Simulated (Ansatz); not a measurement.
What isotropic strain +1.00 % does to ZrC

Take ZrC in the rock salt structure (space group Fm-3m, No. 225; a = 4.6691 Å; relaxed with 0.1 eV smearing) as the base.

Modification: the cell is scaled by 1.0100 in all directions, atoms relaxed at fixed cell.

Computed with PBEsol (Ansatz, a quantum-chemistry and plane-wave program, PAW, no SOC). Γ-centred 21×21×21 mesh, Fermi–Dirac width 0.1 eV.

The volume per atom goes up by 0.39 Å³ (12.72 Å³ → 13.11 Å³) and the space group remains Fm-3m (No. 225). The shortest interatomic distance goes up by 0.023 Å to 2.358 Å and the energy increases by 8.2 meV/atom. The pressure goes from zero to -6.6 GPa and the band gap stays zero.

Whether these cells are dynamically stable was not tested. The final runs are not spin-polarised.
